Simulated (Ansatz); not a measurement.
A computed series for TaAgO3: element substitutions

The parent structure is TaAgO₃ in the cubic perovskite structure (space group Pm-3m, No. 221; a = 3.9514 Å; a cell from a computed database, its experimental status unchecked).

Each row replaces one element on all its sites; cell and atoms are relaxed.

Levels (all Ansatz, an electronic-structure program, PAW): PBEsol (420 eV, scalar-relativistic without spin-orbit coupling); HSE06 (420 eV, spin-orbit coupling left out).

Band gaps by level, all at the geometries relaxed with PBEsol:

```json
[
 {"case": "base", "PBEsol": "1.62 eV", "HSE06": "3.46 eV"},
 {"case": "Ta → Nb", "PBEsol": "1.40 eV", "HSE06": "2.73 eV"},
 {"case": "Ag → Tl", "PBEsol": "0.61 eV", "HSE06": "1.45 eV"}
]
```

Single points use the geometry relaxed with PBEsol. HSE06 was sampled on its mesh, a few special points and the semilocal edge points, so its gap is an upper bound. With Ta and Tl present, leaving out spin-orbit coupling can change the band edges. No phonon test of stability was made. For NbAgO3 and TaTlO3 in this form, whether it has been made was not checked. Many cubic perovskites are stable only at high temperature; tilts and polar distortions were not tested.
